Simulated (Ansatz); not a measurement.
# ZrS2 under a change: uniaxial stress, 8 GPa compression along z

Base system: ZrS2 in the CdI2 type structure (space group P-3m1, No. 164; a = 3.6743 Å, c = 5.8603 Å; layered, stacked along the Cartesian z axis). Axes: x lies along a and z along c of the hexagonal cell.

It is then changed as follows: uniaxial stress, 8 GPa compression along z; all other stress components relax to zero.

Calculations: Ansatz (a program for electronic structure) r2SCAN+rVV10, scalar-relativistic without spin-orbit coupling. Γ-centred 10×10×6 mesh, Fermi–Dirac width 0.05 eV.

Volume per atom: 20.94 Å³ (base 22.84 Å³)
Space group: P-3m1 (No. 164) (base P-3m1 (No. 164))
Shortest interatomic distance: 2.555 Å (base 2.565 Å)
Energy relative to the base (free energy F): +53 meV/atom
Band gap: 0.67 eV (base 1.17 eV)
Gap character: indirect, Γ → M (base indirect, K–Γ (87 % along) → L)
Smallest direct gap: 1.09 eV (base 1.81 eV)
Width of the top valence band: 2.64 eV (base 1.97 eV)
Hole mass: 0.23 mₑ along z, 0.77 mₑ across (at Γ)
Valence-band top at Γ (three highest levels, from the VBM): 0.00, -0.93, -0.93 eV
Strain response (xx, yy, zz): (+1.49, +1.49, −11.00) %

Final structure:

```xyz
3
Lattice="3.7290 0.0000 0.0000 -1.8645 3.2294 0.0000 0.0000 0.0000 5.2156" Properties=species:S:1:pos:R:3 pbc="T T T"
Zr     0.0000     0.0000     0.0000
S      0.0000     2.1529     1.3766
S      1.8645     1.0765     3.8389
```

Cost of the whole job for the changed cell (relaxation, final SCF and bands): very roughly 2.3 core-minutes.

Effective masses come from finite differences of ±0.01 Å⁻¹. Beyond what the load breaks, stability against distortions was not tested.
